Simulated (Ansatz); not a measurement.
Ansatz (a program for electronic structure) run on VSe2 (P3m1, 3 atoms in the cell): relaxation of the atoms.

Method: LDA (PW92), default PAW files made with PBE (plane waves; Ansatz).

The change in words: one atom moved by 0.15 angstrom; relax: default → atoms; relax.f_tol: default → 0.2 eV/Å. Reference geometry:
```xyz
3
Lattice="3.4092 0.0000 0.0000 -1.7046 2.9524 0.0000 0.0000 0.0000 6.3180" Properties=species:S:1:pos:R:3 pbc="T T T"
V      0.0000     0.0000     0.0000
Se     1.7046     0.9841     4.7936
Se     0.0000     1.9683     1.5243
```
Moments meant for the start (each program seeds them in its own way; μB, in the order of the atoms V Se Se): 2.0 0.0 0.0.

Reference input (self-consistent single point, DFT, LDA (PW92), plane waves, default PAW files made with PBE): basis.ecutwfc = 420 eV; kpoints.mp_grid.grid = 11 11 5; hamiltonian.xc = lda; hamiltonian.pseudopotentials = {kind: paw} (the program's default PAW files); magnetization.spin_polarized = true; scf.occupations.method = gaussian; scf.occupations.width = 0.1 eV. This run's input differs from it in these lines:

```diff
@@ -7,3 +7,3 @@
   atoms:
-    - { symbol: V, position_ang: [0.000000, 0.000000, 0.000000], spin: 2.0 }
+    - { symbol: V, position_ang: [0.000000, 0.000000, 0.150001], spin: 2.0 }
     - { symbol: Se, position_ang: [1.704591, 0.984144, 4.793627] }
@@ -21,2 +21,4 @@
   occupations: { method: gaussian, width: 0.1 eV }
+relax:
+  f_tol: 0.2
 output:
```

Output (repeated stretches shortened):

```
   [... SCF lines of the steps left out ...]
relax step   1: F+E_penalty+E_count = -13628.83638880 eV  Δ(F+E_penalty+E_count) = +0.000e0 eV  max|allowed force component| = 2.044e0 eV/Å  Δτ_max = 0.0000 Å  (13 SCF iters, dr2 threshold 1.00e-4 eV, accepted)
relax step   2: F+E_penalty+E_count = -13628.97541960 eV  Δ(F+E_penalty+E_count) = -1.390e-1 eV  max|allowed force component| = 5.456e-1 eV/Å  Δτ_max = 0.1012 Å  (9 SCF iters, dr2 threshold 1.00e-4 eV, accepted)
relax step   3: F+E_penalty+E_count = -13628.99372556 eV  Δ(F+E_penalty+E_count) = -1.831e-2 eV  max|allowed force component| = 8.766e-2 eV/Å  Δτ_max = 0.0487 Å  (13 SCF iters, accepted)
the relaxation is at rest under the 6 symmetry operations that the run kept from its start: a minimum is not shown …
the relaxation's final electronic state is not compared with the one that a single-point calculation of its input finds at the relaxed geometry …
Magnetization: 0.5327 μB (22.7664 up, 22.2336 down)
Absolute magnetization: 0.6674 μB (∫|ρ↑−ρ↓|, with the PAW one-centre terms)
Spin contamination: 0.0116 ħ² per cell (⟨S²⟩ above its minimum at these occupations)
   [... lines left out ...]
Free energy (F): -13628.993726 eV
Fermi energy:    9.523426 eV
   [... lines left out ...]
  F+E_penalty+E_count = -13628.99372556 eV   max|allowed force component| = 8.766e-2 eV/Å
  atoms:
    - { symbol: V, position: [-1.2673200950368062e-33, -9.277426990199603e-34, 0.0079166108246931] }
    - { symbol: Se, position: [0.6666666666666667, 0.33333333333333337, 0.7679577791014954] }
    - { symbol: Se, position: [0.33333333333333337, 0.6666666666666667, 0.24786760531563062] }
```

The run converged. 

Summary of the result:
- Free energy E − TS (on the zero of these files): -13628.9937 eV
- Fermi level (on the code's own zero): 9.52 eV
- Pressure: -6.06 GPa
- Largest force (vector length): 0.088 eV/Å
- Size of the cell's spin moment: 0.53 μB
- Relaxation steps: 3

The starting cell comes from a database of computed structures (which also holds hypothetical and non-ambient phases and stackings), without a prior relaxation at this level. Its lattice was rescaled by up to half a per cent. For this run, on top of that: one atom moved by 0.15 angstrom. With one magnetic atom in the cell only a parallel order is possible. The relaxation keeps the symmetry of its start, so its end need not be a minimum. Ansatz's pressure includes its estimate of the finite-basis (Pulay) stress.

Cost on one core of a shared machine: roughly 2 min.

Keys are those of Ansatz 0.2.
